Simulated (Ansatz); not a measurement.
**CaAlSiH: pressure series**

Start from CaAlSiH (space group P3m1, No. 156; a = 4.126 Å, c = 4.731 Å; a cell from a computed database, its experimental status unchecked).

Cell and atoms are relaxed at each pressure.

All numbers come from r2SCAN (Ansatz, a first-principles code, PAW, without spin-orbit coupling).

```tsv
pressure (GPa)	volume per atom (Å³/atom)
-1	17.788
0	17.438
0.3	17.343
0.7	?
1.5	16.973
3	16.540
5	16.021
7.5	15.418
10	14.822
```

**Question.** Fit the third-order Birch–Murnaghan form P(V) = (3B₀/2)[(V₀/V)^(7/3) − (V₀/V)^(5/3)]·[1 + (3/4)(B₀′ − 4)((V₀/V)^(2/3) − 1)] (squares taken in P) to the rows shown and predict the withheld row.

**Answer.** Least squares on the printed values gives V₀ = 17.443 Å³/atom, B₀ = 54.6 GPa, B₀′ = 1.8; this predicts 17.223 Å³/atom, and the run gives 17.215 Å³/atom, 0.008 lower.

Load acts through the strain it causes; cell and atoms are relaxed under it. Whether these cells are dynamically stable was not tested. Competing high-pressure phases were not computed.
